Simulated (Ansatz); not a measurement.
System: Hf2Si (I4/mcm, No. 140, 6 atoms in the cell; start mp-9938). Method: r²SCAN in Ansatz (plane waves, PAW).

Settings: plane-wave cutoff 560 eV, 14×14×14 k mesh, Fermi–Dirac smearing 0.05 eV, scalar-relativistic PAW data made under PBE.

Cell (relaxed at this level):

```cif
data_Hf8Si4
_chemical_formula_sum 'Hf8 Si4'
_space_group_name_H-M_alt 'I4/mcm'
_space_group_IT_number 140
_space_group_name_Hall '-I 4 2c'
_cell_length_a 6.55891
_cell_length_b 6.55891
_cell_length_c 5.17003
_cell_angle_alpha 90.000
_cell_angle_beta 90.000
_cell_angle_gamma 90.000
loop_
_atom_site_label
_atom_site_type_symbol
_atom_site_symmetry_multiplicity
_atom_site_Wyckoff_symbol
_atom_site_fract_x
_atom_site_fract_y
_atom_site_fract_z
_atom_site_occupancy
Hf1 Hf 8 h 0.15664 0.34336 0.00000 1
Si1 Si 4 a 0.00000 0.00000 0.25000 1
```
(The calculation used a cell of 6 atoms; values per cell refer to that cell.)

Problem. Estimate the bulk modulus that the calculation returns.

Solution. 
- bulk modulus = 148 GPa

The run finds no gap.

Note: the bulk modulus is −V dP/dV from two relaxed cells at ±2 % in volume; the relaxation could not lower the start's symmetry, so the cell can be a saddle point above a distorted one.

Spin–orbit coupling is not included; it can open a gap where bands touch, and shift volumes and moduli.

It cost around 14 core-minutes (rough) of CPU time.

A start named mp-… is a Materials Project structure, which need not be a measured phase.

Ansatz is a quantum-chemistry and plane-wave program.
